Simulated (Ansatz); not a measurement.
The structure below was relaxed with PBE (Ansatz, a program for electronic structure), no spin-orbit coupling, at pressure 7.5 GPa.

```
CELL_PARAMETERS angstrom
      0.00000     2.53341     2.53341
      2.53341     0.00000     2.53341
      2.53341     2.53341     0.00000
ATOMIC_POSITIONS crystal
  O  0.00000 0.00000 0.00000
  Sr 0.50000 0.50000 0.50000
```

Q: Find the space group and the Wyckoff positions.

A: Space group Fm-3m (No. 225); a = 5.0668 Å, b = 5.0668 Å, c = 5.0668 Å, α = 90.00°, β = 90.00°, γ = 90.00°

```csv
atom,site,symmetry,x,y,z
O,4a,m-3m,0.0000,0.0000,0.0000
Sr,4b,m-3m,0.5000,0.5000,0.5000
```

Q: Describe the coordination.

A: The crystal has 8 atoms in its conventional cell. Conventional cell: a = 5.0668 Å, b = 5.0668 Å, c = 5.0668 Å, α = 90.00°, β = 90.00°, γ = 90.00°. O has 6 Sr at 2.533 Å (octahedral). Sr has 6 O at 2.533 Å (octahedral). (Neighbours: up to the widest gap in distance over summed covalent radii, below 1.35, at either atom; cation-cation and far metal-metal contacts left out.)

Load acts through the strain it causes; cell and atoms are relaxed under it. No phonon test of stability was made. Competing high-pressure phases were not computed. The cell was made from SrO in the rock salt structure (space group Fm-3m, No. 225) by this change: pressure 7.5 GPa.
